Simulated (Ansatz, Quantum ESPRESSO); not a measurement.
# Hf2S (P6_3/mmc, 6 atoms in the cell) computed with different codes at matched settings

Self-consistent single point.

```xyz
6
Lattice="3.3237 0.0000 0.0000 -1.6618 2.8784 0.0000 0.0000 0.0000 11.5416" Properties=species:S:1:pos:R:3 pbc="T T T"
Hf     1.6618     0.9595    10.3853
Hf     0.0000     1.9189     1.1564
Hf     0.0000     1.9189     4.6145
Hf     1.6618     0.9595     6.9272
S      0.0000     0.0000     8.6562
S      0.0000     0.0000     2.8854
```

Shared settings, as Ansatz (a program for electronic structure) writes them: kpoints.mp_grid.grid = 8 8 2; scf.occupations.method = fermi_dirac; scf.occupations.width = 0.05 eV. Potentials and cutoffs stand in the table.

| code | model | pressure (GPa) | largest force (eV/Å) | cutoff |
|---|---|---|---|---|
| Ansatz | LDA (PW92)+U, PAW files made with PBE | 11.16 | 0.065 | 420 eV |
| Quantum ESPRESSO | LDA (PW92)+U, PseudoDojo standard norm-conserving (LDA) pseudopotentials | 9.88 | 0.044 | 60 Ry |

Hubbard term: [{species: Hf, l: d, u_eff: 8.0}] eV.

On Ansatz's run: spin-orbit coupling is off. Spin polarisation is off. The U value is a test value, and with U on an open shell several self-consistent states can exist.

The spread over the programs that give each value: pressure within 1.28 GPa; largest force within 0.021 eV/Å.

Ansatz's pressure is given at a fixed set of plane waves, as the other plane-wave codes print theirs; with its correction for the finite basis it is 11.22 GPa. The same U acts on different projectors in each program, which moves gaps, moments and pressures.

The starting cell comes from a database of computed structures (which also holds hypothetical and non-ambient phases and stackings), without a prior relaxation at this level. Its lattice was rescaled by a random factor within 2.5 % of one.

Keys are those of Ansatz 0.2.
